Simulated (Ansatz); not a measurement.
# P: response to strain

Base system: P in the black-P type structure (space group Cmce, No. 64; a = 3.302 Å, b = 10.691 Å, c = 4.467 Å; layered, stacked along the Cartesian y axis).

Strains are applied to the cell and any free atomic positions relax.

Method: plane-wave PAW DFT at the r2SCAN+rVV10 level (Ansatz, a first-principles code, 500 eV), scalar-relativistic without spin-orbit coupling, earlier PAW set.

Notes on the quantities. pressure: mean of the normal stresses, compression positive.

| isotropic strain (%) | pressure (GPa) |
|---|---|
| -1.65 | 2.4 |
| -0.32 | ? |
| 0 | 0.0 |
| 1.01 | -1.3 |
| 1.08 | -1.4 |

Question: Fit P = P₀ − Bδ + Cδ² with δ = (1 + ε)³ − 1 to the rows shown and predict the withheld row.

Answer: Least squares on the printed values gives P₀ = 0.0 GPa, B = 45.3 GPa (at held cell shape), C = 82.4 GPa (largest residual 0.0 GPa); this predicts 0.4 GPa, and the run gives 0.4 GPa, in agreement.

A case with no gap was solved on a k-mesh chosen for an insulator, which is coarse for it. Whether these cells are dynamically stable was not tested.
